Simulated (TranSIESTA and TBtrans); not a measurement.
Device: Sn chain with one Pb atom in place of Sn. Leads: straight Sn chain, spacing 2.75 Å. Geometry: 3 atoms about the centre moved by SIESTA (PBE, DZP) to a largest force of 0.01 eV/Å, all others as built, motion along the axis alone. Transport runs along z; the first 4 and the last 4 of the 15 atoms are the lead cells, repeated to infinity.

```xyz
15
Lattice="9.000 0.000 0.000 0.000 9.000 0.000 0.000 0.000 41.350" Properties=species:S:1:pos:R:3 pbc="F F T"
Sn     4.500     4.500     0.000
Sn     4.500     4.500     2.750
Sn     4.500     4.500     5.500
Sn     4.500     4.500     8.250
Sn     4.500     4.500    11.000
Sn     4.500     4.500    13.750
Sn     4.500     4.500    16.475
Pb     4.500     4.500    19.300
Sn     4.500     4.500    22.125
Sn     4.500     4.500    24.850
Sn     4.500     4.500    27.600
Sn     4.500     4.500    30.350
Sn     4.500     4.500    33.100
Sn     4.500     4.500    35.850
Sn     4.500     4.500    38.600
```

Run with TranSIESTA and TBtrans (open boundaries, self-consistent; PseudoDojo norm-conserving potentials, scalar-relativistic): PAO.BasisSize DZP, PAO.EnergyShift 0.15 eV, XC.Authors PBE, Mesh.Cutoff 200 Ry, ElectronicTemperature 300 K, TS.Voltage 0.0 eV, TBT.Elecs.Eta 0.001 eV, no spin polarisation.

Energies count from the leads' Fermi level. Transmissions are for one spin of a degenerate pair. The energy step is 0.01 eV; narrower resonances are cut or missed.

| E (eV) | T |
|---|---|
| -0.20 | 2.94 |
| -0.15 | 2.94 |
| -0.10 | 2.95 |
| -0.05 | 2.95 |
| 0.00 | 2.95 |
| 0.05 | 2.95 |
| 0.10 | 2.96 |
| 0.15 | 2.96 |
| 0.20 | 2.96 |

Give the zero-bias conductance in μS and the resistance at 300 K.

At the Fermi level T = 2.95. Averaged with −∂f/∂E over the full grid (kT = 25.9 meV) it is 2.95. With G0 = 2e²/h = 77.48 μS, G = 229 μS and R = 1/G = 4.37 kΩ.

The eigenchannels at the Fermi level transmit 0.991, 0.991, 0.969. What Fano factor of the shot noise follows at low temperature and bias?

F = Σ τ(1 − τ)/Σ τ = 0.0479/2.95 = 0.02.

The straight chain is held at its spacing; free chains may zigzag or dimerise. No spin-polarised start was tried, so a magnetic state, if there is one, is missed. Spin-orbit coupling, left out here, matters for the heavy atoms.
